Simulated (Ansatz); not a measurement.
Base system: GaN in the zinc blende structure (space group F-43m, No. 216; a = 4.498 Å).

It is then changed as follows: a negative pressure, −1 GPa.

Levels (all Ansatz, a first-principles code, PAW, earlier PAW set): r2SCAN (500 eV, no spin-orbit coupling); HSE06+SOC (420 eV, with spin-orbit coupling).

The geometry is relaxed with r2SCAN.

| Item | Value |
|---|---|
| r2SCAN band gap | 2.13 eV |
| r2SCAN valence-band top at Γ | 0.00, 0.00, 0.00 eV |

Q: What does HSE06+SOC give at this geometry for the band gap and valence-band top at Γ?

A: The band gap grows by 0.82 eV (2.13 eV → 2.95 eV); the valence-band top at Γ (three highest Kramers pairs, from the VBM) becomes 0.00, 0.00, -0.02 eV (r2SCAN: 0.00, 0.00, 0.00 eV). The threefold valence maximum splits by Δso ≈ 21 meV.

Single points use the geometry relaxed with r2SCAN. Their cutoffs differ, which shifts pressures a little. Differences between runs with and without spin-orbit coupling are approximate. Load acts through the strain it causes; cell and atoms are relaxed under it. No phonon test of stability was made. This is not the structure that GaN has at room temperature and ambient pressure.
